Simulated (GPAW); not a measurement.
GPAW run on MgH₂ (P4_2/mnm, 6 atoms in the cell): self-consistent single point.

Method: PBE, GPAW PAW datasets PBE (gpaw-data 1.0.1) (plane waves; GPAW 25.7.0).

```xyz
6
Lattice="4.4883 0.0000 0.0000 0.0000 4.4883 0.0000 0.0000 0.0000 3.0003" Properties=species:S:1:pos:R:3 pbc="T T T"
Mg     2.2442     2.2442     1.5002
Mg     0.0000     0.0000     0.0000
H      3.1219     3.1219     0.0000
H      1.3664     1.3664     0.0000
H      3.6105     0.8778     1.5002
H      0.8778     3.6105     1.5002
```

Reference input (self-consistent single point, DFT PBE, plane waves, GPAW PAW datasets PBE (gpaw-data 1.0.1)): mode = pw; ecut = 850 eV; xc = PBE; kpts = 5 5 7; mesh shift (steps) = 0 0 0; occupations.name = fixed-uniform; nbands = -4; convergence.density = 1e-05 e/electron; convergence.bands = -2; symmetry.symmorphic = false; symmetry.tolerance = 0.0005; maxiter = 150. This run's input differs from it in these lines:

```diff
@@ -18,3 +18,3 @@
             xc='PBE',
-            kpts=(5, 5, 7),
+            kpts={'size': (4, 4, 6), 'gamma': True},
             occupations={'name': 'fixed-uniform'},
```

Output (repeated stretches shortened):

```
     iter     time        total  log10-change:
                         energy   eigst   dens
iter:   1 --:--:--   -18.974461   +0.70
iter:   2 --:--:--   -18.870800   +0.27  -0.94
iter:   3 --:--:--   -17.849236   +0.03  -0.97
iter:   4 --:--:--   -17.871264   -0.55  -1.94
iter:   5 --:--:--   -17.976589   -1.14  -2.04
iter:   6 --:--:--   -17.884280   -2.03  -1.66
iter:   7 --:--:--   -17.884899   -2.99  -2.76
iter:   8 --:--:--   -17.884987c  -3.62  -2.66
iter:   9 --:--:--   -17.884616c  -3.93  -2.64
iter:  10 --:--:--   -17.884280c  -2.10  -2.81
iter:  11 --:--:--   -17.884283c  -4.01  -3.81
   [... lines left out ...]
iter:  20 --:--:--   -17.884282c  -3.38  -4.40
iter:  21 --:--:--   -17.884281c  -3.62  -4.46
iter:  22 --:--:--   -17.884281c  -3.95  -4.48
   [... 3 lines left out ...]
iter:  26 --:--:--   -17.884281c  -5.20  -4.66
iter:  27 --:--:--   -17.884281c  -5.43  -4.81
iter:  28 --:--:--   -17.884281c  -5.83  -4.80
iter:  29 --:--:--   -17.884281c  -6.05  -4.82
iter:  30 --:--:--   -17.884281c  -6.49  -5.01c
iter:  31 --:--:--   -17.884281c  -6.62  -4.99
iter:  32 --:--:--   -17.884281c  -6.82  -5.34c
iter:  33 --:--:--   -17.884281c  -7.10  -5.33c
iter:  34 --:--:--   -17.884281c  -7.39  -5.35c
iter:  35 --:--:--   -17.884281c  -7.70c -5.64c
Converged after 35 iterations.

Dipole moment: (-0.000000, -0.000000, 0.000000) |e|*Ang

Energy contributions relative to reference atoms: (reference = -10949.250426)

Kinetic:        +11.849014
Potential:      -10.770910
External:        +0.000000
XC:             -18.905284
Entropy (-ST):   +0.000000
Local:           -0.057101
SIC:             +0.000000
--------------------------
Free energy:    -17.884281
Extrapolated:   -17.884281

Showing only first 2 kpts
 Kpt  Band  Eigenvalues  Occupancy
  0    10     -1.20195    2.00000
  0    11     -0.17364    2.00000
  0    12      4.98556    0.00000
  0    13      5.35617    0.00000

  1    10     -0.92908    2.00000
  1    11     -0.20424    2.00000
  1    12      5.44769    0.00000
  1    13      5.49857    0.00000

Fermi level: 2.20004

Gap: 3.940 eV
Transition (v -> c):
   [... lines left out ...]
Direct gap: 4.763 eV
   [... lines left out ...]
  0 Mg    0.00000    0.00000    0.00000
  1 Mg    0.00000   -0.00000    0.00000
  2 H     0.00308    0.00308    0.00000
  3 H    -0.00308   -0.00308    0.00000
  4 H    -0.00308    0.00308    0.00000
  5 H     0.00308   -0.00308    0.00000

Stress tensor:
    -0.004844     0.000000     0.000000
     0.000000    -0.004844     0.000000
     0.000000     0.000000    -0.005471
Stress (GPa, Voigt): [-0.7761 -0.7761 -0.8766  0.      0.      0.    ]
```

The run converged in 35 iterations. GPAW prints stress with tension positive. Against the reference run the free energy hardly moves (within 1 meV/atom), the pressure moves little (0.80 to 0.81 GPa), the largest force hardly changes (0.005 to 0.004 eV/Å) and the gap on the mesh goes from 3.977 to 3.940 eV.

The starting cell comes from a database of computed structures (which also holds hypothetical and non-ambient phases and stackings), without a prior relaxation at this level. Its lattice was rescaled by a random factor within 2.5 % of one.
